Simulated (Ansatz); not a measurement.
# rock-salt HfN (0 0 1) on 4H silicon carbide (1 0 0) (film strained to the substrate, started from cuts of the bulks and a machine-learned relaxation; slabs Si20C20 and Hf12N12, which can lie off the formulas)

A periodic stack without vacuum, rock-salt HfN (0 0 1) on 4H silicon carbide (1 0 0) (film strained to the substrate, started from cuts of the bulks and a machine-learned relaxation; slabs Si20C20 and Hf12N12, which can lie off the formulas): substrate slab Si20C20, film Hf12N12, surface cells [[0, 1], [-1, 0]] and [[-3, 0], [-1, -1]], film strained by -3.8 and +5.0 %, outermost planes CSi/CSi and HfN/HfN as cut, which need not be the usual terminations and can put a slab off its formula.

The start was prepared with a machine-learned potential, and the result is one local minimum, with the in-plane cell held and forces under 0.04 eV/Å; the film can end far from its bulk form.

Calculation: PBE (plane waves to 420 eV, PAW; Ansatz, a quantum-chemistry and plane-wave program). Spin–orbit coupling is left out; the runs are not spin-polarised; PBE gaps are too small against experiment. Its k-point mesh 3×8×1, Fermi–Dirac width 0.05 eV.

The interface area is 31.4 Å² and the period is 23.18 Å. The heights between the nearest atoms of the two slabs at the two interfaces is 1.58 and 1.55 Å, the Hf–Si contacts across the interfaces within 1.22 times the sum of covalent radii comes out as 14, mean 3.08 Å and the C–Hf contacts across the interfaces within 1.22 times the sum of covalent radii is 7, mean 2.51 Å. The N–Si contacts across the interfaces within 1.22 times the sum of covalent radii comes out as 1, mean 1.82 Å.

```
CELL_PARAMETERS angstrom
     10.12826     0.00000     0.42410
      0.00000     3.09409     0.00000
      1.86235     0.00000    23.27527
ATOMIC_POSITIONS crystal
  Si 0.55777 0.75000 0.07633
  Si 0.07130 0.75000 0.07967
  Si 0.82908 0.25000 0.04242
  Si 0.30519 0.25000 0.11173
  C  0.74919 0.75000 0.07640
  C  0.25791 0.75000 0.07247
  C  0.00955 0.25000 0.04242
  C  0.49052 0.25000 0.11593
  Si 0.53207 0.25000 0.19211
  Si 0.03356 0.25000 0.19357
  Si 0.79383 0.75000 0.15487
  Si 0.27298 0.75000 0.22817
  C  0.71995 0.25000 0.19281
  C  0.22114 0.25000 0.18984
  C  0.98172 0.75000 0.15544
  C  0.46060 0.75000 0.23039
  Si 0.50065 0.75000 0.30742
  Si 0.00011 0.75000 0.30879
  Si 0.76103 0.25000 0.27088
  Si 0.24057 0.25000 0.34249
  C  0.68755 0.75000 0.30974
  C  0.18843 0.75000 0.30479
  C  0.94872 0.25000 0.27047
  C  0.42818 0.25000 0.34522
  Si 0.46973 0.25000 0.42239
  Si 0.96562 0.25000 0.42515
  Si 0.72801 0.75000 0.38816
  Si 0.21269 0.75000 0.45356
  C  0.65475 0.25000 0.42754
  C  0.15544 0.25000 0.41818
  C  0.91589 0.75000 0.38640
  C  0.39729 0.75000 0.45917
  Si 0.42711 0.75000 0.53856
  Si 0.93784 0.75000 0.54251
  Si 0.69016 0.25000 0.50771
  Si 0.16984 0.25000 0.56113
  C  0.61218 0.75000 0.54943
  C  0.12349 0.75000 0.52697
  C  0.87825 0.25000 0.50382
  C  0.34873 0.25000 0.57181
  Hf 0.06637 0.75000 0.76616
  Hf 0.73594 0.75000 0.75963
  Hf 0.41229 0.75000 0.76110
  Hf 0.26337 0.25000 0.66533
  Hf 0.93977 0.25000 0.65565
  Hf 0.59632 0.25000 0.63990
  Hf 0.04174 0.75000 0.96192
  Hf 0.66155 0.75000 0.96201
  Hf 0.34943 0.75000 0.97565
  Hf 0.21754 0.25000 0.85990
  Hf 0.87442 0.25000 0.86605
  Hf 0.54254 0.25000 0.86167
  N  0.24215 0.25000 0.76197
  N  0.90358 0.25000 0.75927
  N  0.57126 0.25000 0.76277
  N  0.09823 0.75000 0.67139
  N  0.74775 0.75000 0.66751
  N  0.44025 0.75000 0.66996
  N  0.20656 0.25000 0.95301
  N  0.82513 0.25000 0.96466
  N  0.50534 0.25000 0.95512
  N  0.04442 0.75000 0.86678
  N  0.70507 0.75000 0.86424
  N  0.38133 0.75000 0.85996
```
